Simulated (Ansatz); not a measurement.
The starting structures come from a database of crystals and need not be the phases stable at ambient conditions.

Tunnelling through a barrier is set by its complex band structure: the current falls as exp(−2κd) with the smallest κ.

Here is the system:

```
LiMgVO4
1.0
    5.21029     0.00000     0.00000
    0.00000     6.32334     0.00000
    2.07718     0.00000     4.77833
Li Mg V O
2 2 2 8
Direct
  0.16270   0.75000   0.16270
  0.83730   0.25000   0.83730
  0.50000   0.50000   0.50000
  0.50000   0.00000   0.50000
  0.85419   0.75000   0.85419
  0.14581   0.25000   0.14581
  0.73993   0.97055   0.73993
  0.26007   0.02945   0.26007
  0.26007   0.47055   0.26007
  0.73993   0.52945   0.73993
  0.26561   0.25000   0.77409
  0.73439   0.75000   0.22591
  0.22591   0.75000   0.73439
  0.77409   0.25000   0.26561
```

The cell is taken as given; by r2SCAN it stands under a pressure of -8.2 GPa.

Transport runs along the normal of the first two printed cell vectors.

No gap correction and no spin-orbit coupling; mid-gap is the computed energy nearest the middle.

Question: Predict the band gap and the smallest decay constant κ at mid-gap from Ansatz (a program for electronic structure) with r2SCAN.

Answer: Gap 3.54 eV on a 6×6×6 mesh; κ = 0.498 1/Å, at the zone centre.
